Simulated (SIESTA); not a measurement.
A self-consistent single point of Hf₂Hg (I4mm, 3 atoms in the cell) with SIESTA.

Computed with GGA PBEsol, numerical atomic orbitals DZP, PseudoDojo PBEsol standard norm-conserving potentials (rewritten from UPF to PSML) run with SIESTA.

```
CELL_PARAMETERS angstrom
     -1.66004     1.66004     5.78415
      1.66004    -1.66004     5.78415
      1.66004     1.66004    -5.78415
ATOMIC_POSITIONS crystal
  Hf 0.67005 0.67005 0.00000
  Hf 0.33427 0.33427 0.00000
  Hg 0.00000 0.00000 0.00000
```

Reference input (self-consistent single point, DFT, GGA PBEsol, numerical atomic orbitals DZP, PseudoDojo PBEsol standard norm-conserving potentials (rewritten from UPF to PSML)): XC.functional = GGA; XC.authors = PBEsol; potentials = PseudoDojo PBEsol standard; PAO.BasisSize = DZP; PAO.EnergyShift = 0.005 Ry; MeshCutoff = 300 Ry; kgrid.MonkhorstPack = 6 6 6; OccupationFunction = FD; ElectronicTemperature = 1160.45 K; MaxSCFIterations = 150; SCF.Mixer.Method = Pulay; SCF.Mixer.Weight = 0.2. This run's input differs from it in these lines:

```diff
@@ -29,8 +29,9 @@
 %block kgrid.MonkhorstPack
-    6   0   0  0.0
-    0   6   0  0.0
-    0   0   6  0.0
+   10   0   0  0.0
+    0  10   0  0.0
+    0   0  10  0.0
 %endblock kgrid.MonkhorstPack
-OccupationFunction           FD
-ElectronicTemperature        1160.45 K
+OccupationFunction           MP
+OccupationMPOrder            1
+ElectronicTemperature        116.05 K
```

Output, abridged:

```
        iscf     Eharris(eV)        E_KS(eV)     FreeEng(eV)     dDmax    Ef(eV) dHmax(eV)
   scf:    1    -7261.845136    -7485.003459    -7485.003513  1.922255 -1.581183 67.499826
   scf:    2    -7565.421727    -7591.017480    -7591.017490  2.143835 -1.762065  9.031368
   scf:    3    -7602.228675    -7598.084143    -7598.084136  0.802248 -2.129802  4.148178
   scf:    4    -7599.154144    -7598.938436    -7598.938435  0.360507 -2.512730  1.940703
   scf:    5    -7599.035641    -7599.005412    -7599.005455  0.077578 -2.662731  0.626816
   [... 4 lines left out ...]
   scf:   10    -7599.040106    -7599.040098    -7599.040124  0.001379 -2.656775  0.001727
   scf:   11    -7599.040098    -7599.040098    -7599.040124  0.000053 -2.656929  0.001340
   scf:   12    -7599.040098    -7599.040098    -7599.040124  0.000150 -2.657264  0.000155
   scf:   13    -7599.040098    -7599.040098    -7599.040124  0.000004 -2.657274  0.000122
SCF Convergence by DM+H criterion
max |DM_out - DM_in|         :     0.0000037811
max |H_out - H_in|      (eV) :     0.0001219316
SCF cycle converged after 13 iterations

Using DM_out to compute the final energy and forces

siesta: E_KS(eV) =            -7599.0401

siesta: E_KS - E_eggbox =     -7599.0401

siesta: Atomic forces (eV/Ang):
     1    0.000063    0.000063   -0.585366
     2   -0.000016   -0.000016    0.465900
     3    0.000090    0.000090    0.119381
   Tot    0.000137    0.000137   -0.000085
   Max    0.585366
   Res    0.252536    sqrt( Sum f_i^2 / 3N )
   Max    0.585366    constrained

Stress tensor Voigt[x,y,z,yz,xz,xy] (kbar):       45.56       45.56       36.83        0.03        0.03        0.06
(Free)E + p*V (eV/cell)    -7600.7373
Target enthalpy (eV/cell)    -7599.0401

   [... lines left out ...]
siesta: FreeEng =     -7599.040124
   [... lines left out ...]
siesta:     0.028434    0.000035    0.000017
siesta:     0.000035    0.028434    0.000017
siesta:     0.000017    0.000017    0.022990

siesta: Cell volume =         63.758672 Ang**3

siesta: Pressure (static):
siesta:                Solid            Molecule  Units
siesta:          -0.00028992         -0.00013416  Ry/Bohr**3
siesta:          -0.02661913         -0.01231808  eV/Ang**3
siesta:         -42.64855503        -19.73574081  kBar
```

The run converged in 13 iterations. Against the reference run the free energy goes up by 16.1 meV/atom, the pressure goes from -4.15 to -4.26 GPa and the largest force goes from 0.686 to 0.585 eV/Å.

The starting cell comes from a database of computed structures (which also holds hypothetical and non-ambient phases and stackings), without a prior relaxation at this level. Its lattice was rescaled by up to half a per cent. One atom was moved a little off its site on purpose. Values carry the incompleteness of an atom-centred basis. With a pressure of about -4 GPa the cell is away from its equilibrium volume at this level.

Cost on one core of a shared machine: roughly 3 min.
